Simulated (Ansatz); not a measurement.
# A computed series for GaSb: response to strain

Consider GaSb in the zinc blende structure (space group F-43m, No. 216; a = 6.111 Å). Axes: x, y, z lie along the cube axes.

Strains are applied to the cell and any free atomic positions relax; under biaxial strain the out-of-plane vector relaxes too.

Level of theory: plane-wave PAW DFT at the PBEsol level (Ansatz, an electronic-structure program, 420 eV), without spin-orbit coupling.

Notes on the quantities. energy relative to the base: free energy F; pressure: mean of the normal stresses, compression positive.

| change | volume per atom | band gap | energy relative to the base | pressure |
|---|---|---|---|---|
| base | 28.53 Å³ | zero | 0 meV/atom | 0.0 GPa |
| biaxial strain −1.63 %, plane normal [110], relaxed out of plane | 27.89 Å³ | 0.09 eV | +5.3 meV/atom | 1.2 GPa |
| isotropic strain −1.61 % | 27.18 Å³ | 0.35 eV | +11 meV/atom | 2.8 GPa |
| isotropic strain −1.59 % | 27.19 Å³ | 0.35 eV | +11 meV/atom | 2.8 GPa |
| isotropic strain +1.16 % | 29.54 Å³ | zero | +5.4 meV/atom | -1.7 GPa |
| uniaxial strain ε_zz = −3.04 % | 27.67 Å³ | 0.10 eV | +6.8 meV/atom | 1.7 GPa |

Spin-orbit coupling, missing from the scalar runs, can matter with Sb. No phonon test of stability was made. The final runs are not spin-polarised. A zero or small gap of GaSb can be the functional's error rather than a property of the material.
